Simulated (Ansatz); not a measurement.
System: interstitial B in silicon with all lengths changed by +1 % (charge state +1). Level of theory: PBE, PAW (plane waves to 420 eV; Ansatz, an electronic-structure program).

Cell of 64 host sites held at the strained lattice (strain from the relaxed PBE one, atoms relaxed); a 2×2×2 k-point mesh shifted by half a step; Fermi-Dirac width 0.01 eV, spin-restricted; finite-size errors left in. No zero-point or tunnelling terms. The charge state is imposed; whether it is stable for some Fermi level was not computed. Sites that were not tried may lie lower.

Barriers: single points on a 3×3×3 k-point mesh shifted by half a step at the bands' geometries.

Relaxed starting cell (atoms counted from 1):

```yaml
crystal:
  lattice:
    - [11.04940, 0.00000, 0.00000]
    - [0.00000, 11.04940, 0.00000]
    - [0.00000, 0.00000, 11.04940]
  atoms:
    - { symbol: Si, position: [0.00280, 0.00205, 0.24944] }
    - { symbol: Si, position: [0.00282, 0.99873, 0.74989] }
    - { symbol: Si, position: [0.99301, 0.49822, 0.24330] }
    - { symbol: Si, position: [0.99311, 0.50263, 0.75584] }
    - { symbol: Si, position: [0.50023, 0.00035, 0.24913] }
    - { symbol: Si, position: [0.50023, 0.00049, 0.75016] }
    - { symbol: Si, position: [0.50844, 0.50351, 0.24511] }
    - { symbol: Si, position: [0.50849, 0.49725, 0.75416] }
    - { symbol: Si, position: [0.12742, 0.37617, 0.12600] }
    - { symbol: Si, position: [0.10414, 0.36204, 0.63794] }
    - { symbol: Si, position: [0.12662, 0.87585, 0.12422] }
    - { symbol: Si, position: [0.12745, 0.87404, 0.62386] }
    - { symbol: Si, position: [0.62716, 0.37432, 0.12212] }
    - { symbol: Si, position: [0.63028, 0.37332, 0.62666] }
    - { symbol: Si, position: [0.62535, 0.87620, 0.12386] }
    - { symbol: Si, position: [0.62714, 0.87793, 0.62572] }
    - { symbol: Si, position: [0.00280, 0.25019, 0.00129] }
    - { symbol: Si, position: [0.99301, 0.24405, 0.49746] }
    - { symbol: Si, position: [0.00281, 0.75064, 0.99798] }
    - { symbol: Si, position: [0.99311, 0.75659, 0.50187] }
    - { symbol: Si, position: [0.50023, 0.24988, 0.99960] }
    - { symbol: Si, position: [0.50844, 0.24587, 0.50276] }
    - { symbol: Si, position: [0.50023, 0.75092, 0.99973] }
    - { symbol: Si, position: [0.50849, 0.75492, 0.49650] }
    - { symbol: Si, position: [0.12742, 0.12676, 0.37542] }
    - { symbol: Si, position: [0.12662, 0.12497, 0.87509] }
    - { symbol: Si, position: [0.10415, 0.63869, 0.36129] }
    - { symbol: Si, position: [0.12744, 0.62461, 0.87329] }
    - { symbol: Si, position: [0.62716, 0.12287, 0.37357] }
    - { symbol: Si, position: [0.62535, 0.12462, 0.87545] }
    - { symbol: Si, position: [0.63028, 0.62741, 0.37256] }
    - { symbol: Si, position: [0.62713, 0.62647, 0.87717] }
    - { symbol: Si, position: [0.25195, 0.00041, 0.99966] }
    - { symbol: Si, position: [0.25112, 0.00039, 0.49962] }
    - { symbol: Si, position: [0.25112, 0.50037, 0.99964] }
    - { symbol: Si, position: [0.17733, 0.50029, 0.49956] }
    - { symbol: Si, position: [0.75141, 0.00042, 0.99966] }
    - { symbol: Si, position: [0.75011, 0.00032, 0.49959] }
    - { symbol: Si, position: [0.75011, 0.50035, 0.99957] }
    - { symbol: Si, position: [0.75050, 0.50037, 0.49961] }
    - { symbol: Si, position: [0.39544, 0.37773, 0.37700] }
    - { symbol: Si, position: [0.37634, 0.37613, 0.87496] }
    - { symbol: Si, position: [0.37634, 0.87571, 0.37537] }
    - { symbol: Si, position: [0.37509, 0.87301, 0.87225] }
    - { symbol: Si, position: [0.87286, 0.37469, 0.37393] }
    - { symbol: Si, position: [0.87423, 0.37369, 0.87901] }
    - { symbol: Si, position: [0.87423, 0.87977, 0.37294] }
    - { symbol: Si, position: [0.87673, 0.87561, 0.87485] }
    - { symbol: Si, position: [0.25345, 0.25694, 0.25618] }
    - { symbol: Si, position: [0.25240, 0.24985, 0.75020] }
    - { symbol: Si, position: [0.25240, 0.75094, 0.24910] }
    - { symbol: Si, position: [0.25352, 0.74391, 0.74316] }
    - { symbol: Si, position: [0.75018, 0.24910, 0.24835] }
    - { symbol: Si, position: [0.75273, 0.24812, 0.75185] }
    - { symbol: Si, position: [0.75273, 0.75261, 0.24737] }
    - { symbol: Si, position: [0.75016, 0.75168, 0.75093] }
    - { symbol: Si, position: [0.37504, 0.12785, 0.12710] }
    - { symbol: Si, position: [0.37631, 0.12508, 0.62389] }
    - { symbol: Si, position: [0.37631, 0.62465, 0.12432] }
    - { symbol: Si, position: [0.39553, 0.62321, 0.62245] }
    - { symbol: Si, position: [0.87676, 0.12519, 0.12444] }
    - { symbol: Si, position: [0.87415, 0.12085, 0.62631] }
    - { symbol: Si, position: [0.87414, 0.62707, 0.12009] }
    - { symbol: Si, position: [0.87280, 0.62608, 0.62532] }
    - { symbol: B, position: [0.34814, 0.50044, 0.49984] }
```
Cell charge +1.

End state 1 differs by these moves (Å; atoms that move under 0.08 Å are left out):

| atom | element | Δx | Δy | Δz |
|---|---|---|---|---|
| 3 | Si | 0.06 | 0.01 | 0.06 |
| 4 | Si | 0.11 | -0.02 | -0.08 |
| 7 | Si | -0.06 | -0.06 | 0.01 |
| 8 | Si | 0.07 | -0.11 | 0.19 |
| 10 | Si | 0.32 | 0.22 | -0.17 |
| 16 | Si | -0.08 | -0.10 | -0.04 |
| 18 | Si | 0.12 | 0.09 | 0.04 |
| 20 | Si | 0.09 | -0.08 | -0.03 |
| 22 | Si | -0.09 | 0.04 | -0.04 |
| 24 | Si | -0.11 | -0.08 | -0.18 |
| 27 | Si | 0.19 | -0.11 | 0.07 |
| 28 | Si | -0.08 | -0.02 | 0.11 |
| 31 | Si | 0.01 | -0.06 | -0.06 |
| 32 | Si | 0.06 | 0.01 | 0.06 |
| 36 | Si | 0.84 | 0.02 | -0.21 |
| 41 | Si | -0.18 | -0.08 | -0.11 |
| 42 | Si | -0.03 | -0.08 | 0.09 |
| 43 | Si | -0.04 | 0.04 | -0.09 |
| 44 | Si | 0.04 | 0.09 | 0.12 |
| 49 | Si | -0.04 | -0.10 | -0.08 |
| 52 | Si | -0.17 | 0.22 | 0.32 |
| 60 | Si | -0.21 | 0.02 | 0.84 |
| 65 | B | 0.31 | 1.38 | 0.31 |

Question: Give the forward and backward barriers to end state 1 at the level PBE, PAW.

Answer: forward 0.59 eV, backward 0.59 eV; at the saddle point atom 65 has neighbours 2 Si at 1.96, Si at 2.05, Si at 2.20 Å. The saddle point's order was not checked.
